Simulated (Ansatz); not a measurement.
TaBSi (model structure, started from the MoAlB type, Cmcm, No. 63, 6 atoms in the cell) was calculated with r²SCAN (plane waves, PAW; Ansatz, an electronic-structure program).

Settings: plane-wave cutoff 560 eV, 18×18×18 k mesh, Fermi–Dirac smearing 0.05 eV, scalar-relativistic PAW data made under PBE.

Cell (relaxed at this level):

TaBSi is modelled in the orthorhombic space group Cmcm (No. 63), Pearson symbol oS12. Cell: a = 3.266 Å, b = 13.447 Å, c = 3.167 Å, α = β = γ = 90.00°. Si on 4c is surrounded by 1 B at 2.277 Å and 5 Ta at 2.674–2.678 Å (no clear gap to further neighbours). B on 4c sees 2 B at 1.820 Å and 1 Si at 2.277 Å and 6 Ta at 2.407–2.436 Å. Ta on 4c has 6 B at 2.407–2.436 Å and 5 Si at 2.674–2.678 Å and 6 Ta at 3.078–3.266 Å. (Neighbours: up to the widest gap in distance over summed covalent radii, below 1.35, at either atom; cation-cation and far metal-metal contacts left out.)
(The calculation used a cell of 6 atoms; values per cell refer to that cell.)

Problem. Give the computed bulk modulus.

Solution. 
* **bulk modulus**: 245 GPa

The run finds no gap.

Note: the bulk modulus is −V dP/dV from two relaxed cells at ±2 % in volume; the relaxation could raise the start's symmetry but not lower it, so the cell can be a saddle point.

Spin–orbit coupling is not included; it can open a gap where bands touch, and shift volumes and moduli.

Computed values are for the static lattice.

It cost roughly 28 core-minutes of CPU time.

A model structure was made by putting elements into a prototype or built by hand; it is no filed structure, need not be a known phase, and can be a saddle point held by its symmetry.
